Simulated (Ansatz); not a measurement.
Band structure of SiS2 (Ibam, 6 atoms in the cell).

```yaml
crystal:
  lattice:
    - [-2.94023, 5.02241, 2.83761]
    - [2.94023, -5.02241, 2.83761]
    - [2.94023, 5.02241, -2.83761]
  atoms:
    - { symbol: Si, position: [0.75000, 0.75000, 0.00000] }
    - { symbol: Si, position: [0.25000, 0.25000, 0.00000] }
    - { symbol: S, position: [0.88475, 0.79856, 0.68331] }
    - { symbol: S, position: [0.11525, 0.20144, 0.31669] }
    - { symbol: S, position: [0.61525, 0.29856, 0.91381] }
    - { symbol: S, position: [0.38475, 0.70144, 0.08619] }
```

Level of theory: PBE (plane waves, PAW; Ansatz, a first-principles code).

Settings: basis.ecutwfc = 420 eV; kpoints.mp_grid.grid = 6 6 6; hamiltonian.xc = pbe; hamiltonian.pseudopotentials = {kind: paw} (the program's default PAW files); scf.occupations.method = fermi_dirac; scf.occupations.width = 0.02 eV; kpoints.band_path.npoints = 8.

The starting cell comes from a database of computed structures (which also holds hypothetical and non-ambient phases and stackings), without a prior relaxation at this level. Its lattice was rescaled by a random factor within 2.5 % of one.

**Question.** Predict the gap along the standard path and the places of the band edges.

**Answer.** The gap along the path is 2.76 eV, from a point between Γ and Y to a point between X1 and Z; the smallest direct gap on it is 2.95 eV.

Levels in eV from the top of the valence band on the path, bands 13 to 20:
```
point     13     14     15     16    17    18    19    20
-----  -----  -----  -----  -----  ----  ----  ----  ----
Γ      -1.63  -0.83  -0.75  -0.35  3.61  3.74  3.76  5.22
X      -1.38  -0.89  -0.87  -0.65  2.87  3.43  4.37  4.60
L      -1.18  -1.03  -0.80  -0.40  3.13  3.33  4.57  4.61
T      -0.85  -0.85  -0.61  -0.61  3.16  3.16  4.54  4.54
W      -0.81  -0.81  -0.71  -0.71  3.22  3.22  4.43  4.43
R      -1.04  -1.04  -0.67  -0.67  3.26  3.26  4.75  4.75
X1     -1.38  -0.89  -0.87  -0.65  2.87  3.43  4.37  4.60
Z      -1.86  -1.74  -1.28  -0.16  2.79  4.01  4.42  4.74
Y      -1.84  -1.61  -0.94  -0.02  3.26  4.03  4.82  4.99
S      -1.81  -1.21  -0.99  -0.02  3.66  4.52  4.56  4.75
```

Keys are those of Ansatz 0.2.
